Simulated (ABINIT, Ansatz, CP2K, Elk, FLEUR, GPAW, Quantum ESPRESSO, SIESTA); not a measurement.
## One structure in several programs: Sb (R-3m, 2 atoms in the cell)

Self-consistent single point, at a second geometry (lattice scaled by 0.98). First geometry:

```xyz
2
Lattice="3.8920 -2.1194 0.0000 3.8920 2.1194 0.0000 2.7379 0.0000 3.4848" Properties=species:S:1:pos:R:3 pbc="T T T"
Sb     2.4569     0.0000     0.8137
Sb     8.0651     0.0000     2.6711
```

Shared settings, as Ansatz (a first-principles code) writes them: kpoints.mp_grid.grid = 8 8 8; scf.occupations.method = fermi_dirac; scf.occupations.width = 0.1 eV. Potentials and cutoffs stand in the table.

```csv
code,model,ΔF from the first geometry (meV/atom),pressure (GPa),largest force (eV/Å),cutoff
Quantum ESPRESSO,"PBE, PSlibrary PAW (PBE) pseudopotentials",89.7,11.30,0.897,30 Ry
FLEUR,"PBE, all-electron FLAPW (FLEUR), scalar-relativistic valence",92.0,–,0.866,Kmax 4 1/bohr
GPAW,"PBE, GPAW PAW datasets PBE (gpaw-data 1.0.1)",87.2,10.84,0.826,550 eV
Elk,"PBE, all-electron FP-LAPW, Elk's shipped species files, APW+lo basis with extra local orbitals",92.2,–,–,rgkmax 7.5
SIESTA,"GGA PBE, numerical atomic orbitals TZP, PseudoDojo PBE standard norm-conserving potentials (rewritten from UPF to PSML)",101.2,12.70,1.157,grid 400 Ry
Ansatz,"PBE, default PAW files",91.1,11.38,0.848,default
ABINIT,"PBE, PAW (JTH v2.0 PBE PAW)",91.2,11.29,0.864,40 Ry
CP2K,"PBE, GPW, DZVP-MOLOPT-SR-GTH basis, GTH-PBE potentials (GTH_POTENTIALS)",102.7,12.64,0.893,grid 400 Ry
```

A dash marks a value that a program does not give, or that is left out as unsure.

On Ansatz's run: spin-orbit coupling is off.

The spread over the programs that give each value: ΔF from the first geometry within 15.5 meV/atom; pressure within 1.86 GPa; largest force within 0.331 eV/Å.

SIESTA and CP2K use small atom-centred bases, whose incompleteness enters pressures, forces and empty levels differently from a plane-wave cutoff. FLEUR and Elk treat all electrons, but the usual bases taken here (sphere radii, linearisation, local orbitals, empty states) were not tested for convergence, so the values are no reference for the others. Ansatz's pressure is given at a fixed set of plane waves, as the other plane-wave codes print theirs; with its correction for the finite basis it is 11.42 GPa. In the pressure, SIESTA (by 1.41) and CP2K (by 1.35) lie more than 1 GPa from the median of the plane-wave programs. In the force vectors, SIESTA (by 0.301) lies more than 0.08 eV/Å from the median of the plane-wave programs.

The starting cell has typed, rounded lattice constants, without a prior relaxation at this level. Its lattice was rescaled by a random factor within 2.5 % of one. For this run, on top of that: lattice scaled by 0.98.

Keys are those of Ansatz 0.2.
